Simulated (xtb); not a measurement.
xtb 6.7.1, GFN2-xTB: Hf(F)2(OH)2(HNMe2) (C[NH](C)->[Hf]([OH])([OH])([F])[F]), 17 atoms. The geometry is a generated start, not checked to be a minimum at this level.

- run flags = --grad
- method = GFN2-xTB
- --acc = 1 (default)
- --etemp (K) = 300 (default)
- basis functions = 47
- valence electrons = 52

```xyz
17

Hf     0.9025     0.4814     1.0526
F      1.3439    -0.4145     2.6344
F     -0.8930     0.9577     1.4701
O      1.4519     2.2624     1.2192
H      0.8192     2.6491     1.8375
O      2.2799    -0.1385    -0.0658
H      3.1272     0.0934     0.3267
C     -0.5160     0.4062    -1.4392
N     -0.2635    -0.7138    -0.5224
C     -1.4922    -1.4431    -0.2047
H     -1.0076     0.0718    -2.3628
H     -1.1641     1.1335    -0.9400
H      0.4379     0.8848    -1.6874
H      0.3954    -1.3522    -0.9758
H     -1.9993    -1.7981    -1.1104
H     -2.1669    -0.7821     0.3397
H     -1.2554    -2.2978     0.4283
```

Charge 0 and multiplicity 1 are set for this test and not shown to be the ground state.

One run each on 1 thread. Values of broydamp tried: 0.02, 0.05, 0.1, 0.2, 0.4 (default), 0.6, 0.8, 1.

Question: Which value of broydamp needs the fewest SCC iterations, and what happens away from it?

Answer: Fewest SCC iterations, within one of each other: 0.2 with 16, 0.4 (default) with 16, 0.6 with 16. The count rises to 27 at 0.02. All converge to one solution.

```tsv
broydamp	SCC iterations	end
0.02	27	same solution
0.05	21	same solution
0.1	18	same solution
0.2	16	same solution
0.4 (default)	16	same solution
0.6	16	same solution
0.8	22	same solution
1	22	same solution
```
